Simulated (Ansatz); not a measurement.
**AgInTe2: energy against strain**

AgInTe2 (chalcopyrite, I-42d, 31.884 Å³/atom and stress up to 0.01 GPa in the relaxed cell, c along z) under a strain ε along c (axis z), the other axes held. LDA in Ansatz, a plane-wave DFT program (PAW, default set), 420 eV, 7×7×7 Γ-centred mesh, Fermi-Dirac smearing 0.05 eV; ions are relaxed, or left where forces stay under 0.02 eV/Å, within the symmetry of each cell.

Here s stands for strain and y for E less E0.

```
strain (%)  E less E0 (meV/atom)
----------  --------------------
-1.50                       1.40
-0.75                       0.34
0.00                        0.00
0.75                        0.35
1.50                        1.38
3.00                           ?
```

Fit y of the 5 rows that show it with a parabola. Least squares gives y = -0.002 - 0.0040·s + 0.6184·s². Residuals (row less fit): 0.005, -0.009, 0.002, 0.007, -0.003; standard error 0.009 (degrees of freedom: 2). Twice the quadratic coefficient over the volume, 2 × 0.6184 meV × 10⁴ × 0.1602 / 31.884 Å³, is the elastic constant C33 = 62.1 ± 0.4 GPa (± standard error of the fit, which holds the terms cut off).

Predict the withheld y at s = 3.00 from the fit, and compare with the calculation.

y = -0.002 - 0.0040 × 3.00 + 0.6184 × 3.00² = 5.552 meV/atom. The calculation gives 5.41 meV/atom, 0.142 meV/atom below the prediction (2.6 % of the range of y in the table). The row lies outside the fitted rows, so this is an extrapolation. From the scatter of the fitted rows alone, a prediction at this place has a standard error of 0.037 meV/atom, so the miss is 3.8 times that.

A polynomial of degree 3 through the 8 other runs of the series gives 5.41 there, so most of the miss is curvature that the fit leaves out. This level leaves no gap over 0.05 eV at strain -0.75, 0.00, 0.75, 1.50, 3.00 %. The start is a measured cell from the literature; how it stands against other phases or cation orders wasn't checked. Spin-orbit coupling is left out, which can shift these values for the heavy elements here. Rows are the converged runs of the series near zero and its far end; series whose fitted rows scatter by over a few per cent of the range, as at a crossing or softening among them, aren't shown in this form, nor equations of state whose B0' disagrees with the runs' pressures. Most that stay on the fit to the last digits aren't either.
